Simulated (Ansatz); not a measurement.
The starting structures come from a database of crystals and need not be the phases stable at ambient conditions.

 Where the default PAW files enter, the runs use the earlier of Ansatz's two default sets.

Tunnelling through a barrier is set by its complex band structure: the current falls as exp(−2κd) with the smallest κ.

Consider the following.

```
CaSe
1.0
    4.20055     0.00000     0.00000
    0.00000     4.20055     0.00000
    2.10028    -2.10028     2.97024
Ca Se
1 1
Direct
  0.00000   0.00000   0.00000
  0.50000   0.50000   0.00000
```

Space group of this cell: Fm-3m, rock salt. The cell is taken as given.

Transport runs along the normal of the first two printed cell vectors, the (001) plane of the conventional cell.

No gap correction and no spin-orbit coupling; mid-gap values are interpolated between computed energies.

Question: State the band gap and the smallest decay constant κ at mid-gap according to r2SCAN run with Ansatz (a program for electronic structure).

Answer: Gap 2.52 eV on a 10×10×10 mesh; κ = 0.199 1/Å, at the zone centre.
